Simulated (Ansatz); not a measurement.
LiF (P6₃mc, No. 186, 4 atoms in the cell; start mp-1185301; a measured phase of this formula has another space group), treated with LDA (Ansatz, a program for electronic structure, plane waves, PAW).

Settings: plane-wave cutoff 520 eV, 12×12×8 k mesh (along the axes of the cell as run), Fermi–Dirac smearing 0.01 eV, scalar-relativistic PAW data made under PBE.

Cell (relaxed with PBEsol):

Space group P6₃mc (No. 186); a = b = 3.0957 Å, c = 4.8097 Å, α = β = 90.00°, γ = 120.00°

| atom | site | symmetry | x | y | z |
|---|---|---|---|---|---|
| Li | 2b | 3m. | 0.3333 | 0.6667 | 0.3824 |
| F | 2b | 3m. | 0.6667 | 0.3333 | 0.4926 |

### Question
Predict the band gap.

### Answer

band gap: 7.46 eV (direct)

Note: cell and atoms aren't relaxed at this level (pressure -4.2 GPa).

Static lattice: no zero-point or thermal effects.

A start named mp-… is a Materials Project structure, which need not be a measured phase.
